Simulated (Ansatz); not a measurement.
We consider Be3N2 (Ia-3, No. 206), described by BLYP (PAW; Ansatz, a quantum-chemistry and plane-wave program).

Numerical settings: plane-wave cutoff 520 eV, 6×6×6 k mesh, Fermi–Dirac smearing 0.01 eV, scalar-relativistic PAW data made under PBE.

Properties against volume:

```
V (Å³/atom)  P (GPa)  direct gap at Γ (eV)
-----------  -------  --------------------
6.594           9.21                 3.757
6.732           4.39                 3.734
6.869           0.00                 3.710
7.007          -4.00                 3.687
7.144          -7.64                 3.665
```

A straight line through the gaps at Γ against ln V gives a volume deformation potential dE_g(Γ)/d ln V of -1.2 eV: the gap at Γ widens under compression.
